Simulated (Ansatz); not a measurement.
Given:

```yaml
crystal:
  lattice:
    - [3.09195, 0.00000, 0.00000]
    - [-1.54598, 2.67771, 0.00000]
    - [0.00000, 0.00000, 5.10472]
  atoms:
    - { symbol: Si, position: [0.33333, 0.66667, 0.99986] }
    - { symbol: Si, position: [0.66667, 0.33333, 0.49986] }
    - { symbol: C, position: [0.33333, 0.66667, 0.37514] }
    - { symbol: C, position: [0.66667, 0.33333, 0.87514] }
```

No spin polarisation.

All numbers come from plane-wave PAW DFT at the PBE level (Ansatz, a quantum-chemistry and plane-wave program, 420 eV), without spin-orbit coupling. Settings: 12×12×7 k-points, 0.05 eV Fermi–Dirac smearing.

### Question
What is the computed valence-band top at Γ (three highest levels, from the VBM)?

### Answer
0.00, 0.00, -0.16 eV.

### Question
Predict the pressure (mean of the normal stresses, compression positive).

### Answer
-1.24 GPa.

### Question
What is the computed smallest direct gap?

### Answer
3.98 eV.

The cells carry an imposed strain or load. No phonon test of stability was made. The cell was made from SiC in the wurtzite structure (space group P6_3mc, No. 186) by this change: uniaxial strain ε_zz = +0.60 %.
